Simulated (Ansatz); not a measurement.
Starting structure for the (0001) surface of wurtzite GaN, Ga-terminated, 2x2 with 3 OH on 4 top atoms (bottom of the slab: 3 H on 4 bottom sites).

```
CELL_PARAMETERS angstrom
      6.43695     0.00000     0.00000
     -3.21848     5.57456     0.00000
      0.00000     0.00000    31.00000
ATOMIC_POSITIONS crystal
  N  0.33333 0.16667 0.29819
  N  0.83333 0.16667 0.29819
  N  0.33333 0.66667 0.29819
  N  0.83333 0.66667 0.29819
  Ga 0.16667 0.33333 0.31903
  Ga 0.66667 0.33333 0.31903
  Ga 0.16667 0.83333 0.31903
  Ga 0.66667 0.83333 0.31903
  N  0.16667 0.33333 0.38275
  N  0.66667 0.33333 0.38275
  N  0.16667 0.83333 0.38275
  N  0.66667 0.83333 0.38275
  Ga 0.33333 0.16667 0.40360
  Ga 0.83333 0.16667 0.40360
  Ga 0.33333 0.66667 0.40360
  Ga 0.83333 0.66667 0.40360
  N  0.33333 0.16667 0.46732
  N  0.83333 0.16667 0.46732
  N  0.33333 0.66667 0.46732
  N  0.83333 0.66667 0.46732
  Ga 0.16667 0.33333 0.48817
  Ga 0.66667 0.33333 0.48817
  Ga 0.16667 0.83333 0.48817
  Ga 0.66667 0.83333 0.48817
  N  0.16667 0.33333 0.55188
  N  0.66667 0.33333 0.55188
  N  0.16667 0.83333 0.55188
  N  0.66667 0.83333 0.55188
  Ga 0.33333 0.16667 0.57273
  Ga 0.83333 0.16667 0.57273
  Ga 0.33333 0.66667 0.57273
  Ga 0.83333 0.66667 0.57273
  N  0.33333 0.16667 0.63645
  N  0.83333 0.16667 0.63645
  N  0.33333 0.66667 0.63645
  N  0.83333 0.66667 0.63645
  Ga 0.16667 0.33333 0.65730
  Ga 0.66667 0.33333 0.65730
  Ga 0.16667 0.83333 0.65730
  Ga 0.66667 0.83333 0.65730
  H  0.33333 0.16667 0.26335
  H  0.83333 0.16667 0.26335
  H  0.33333 0.66667 0.26335
  O  0.16667 0.33333 0.71794
  H  0.28784 0.33333 0.73665
  O  0.66667 0.33333 0.71794
  H  0.78784 0.33333 0.73665
  O  0.16667 0.83333 0.71794
  H  0.28784 0.83333 0.73665
```

Level of theory: PBE (plane waves to 420 eV, PAW; Ansatz, a quantum-chemistry and plane-wave program).

Slab: 49 atoms, 14.7 Å thick at the start with caps and adatoms; k 4x4x1, smearing 0.025 eV, dipole-corrected; 8 atoms held, the rest relaxed; no symmetry held; no spin, no spin-orbit, no U. Held atoms (counted from 1): 9, 10, 11, 12, 13, 14, 15, 16.

Task: Which atoms move most when this structure relaxes, how far, and what energy is gained?

Result: the energy falls by 1.44 eV. It is one candidate, not shown to be the stable structure of the face. Moves over a fifth of the largest (Å, atoms counted from 1):

```
atom     Δx     Δy     Δz
----  -----  -----  -----
H49   -0.60   0.22  -0.04
H47   -0.36   0.41  -0.13
O48   -0.46  -0.18  -0.07
H45    0.28   0.03  -0.27
O44    0.17   0.32   0.00
O46   -0.16  -0.23   0.00
Ga40   0.00  -0.01  -0.27
```

Path of the relaxation:

```tsv
step	E − E_final (eV)
1	1.438
3	0.126
5	0.024
7	0.011
10	0.004
12	0.002
14	0.000
16	0.000
```
